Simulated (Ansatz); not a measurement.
Here is the system:

```
CELL_PARAMETERS angstrom
      0.00000     2.81361     2.81361
      2.81361     0.00000     2.81361
      2.81361     2.81361     0.00000
ATOMIC_POSITIONS crystal
  Ga 0.00000 0.00000 0.00000
  As 0.25000 0.25000 0.25000
```

These are PBE with spin-orbit coupling, rigid bands (plane waves, PAW; Ansatz, a quantum-chemistry and plane-wave program) values and carry that method's errors. Condition of this run: hydrostatic pressure of 1.2 GPa (compression positive) (the target of the relaxation). How the cell was made: cell and atoms relaxed with PBEsol, then loaded as said.

Task: Predict the electron conductivity mass (n e² τ/σ) at 300 K, by direction if it differs.

Result: 0.042 mₑ.

Task: Predict the hole conductivity mass (n e² τ/σ) at 300 K, by direction if it differs.

Result: 0.40 mₑ.

Task: And the band gap?

Result: 0.51 eV at this level; semilocal functionals usually fall short of the measured gap.

Rigid bands, one relaxation time for all states, no polarons. Geometry: cell and atoms relaxed with PBEsol.
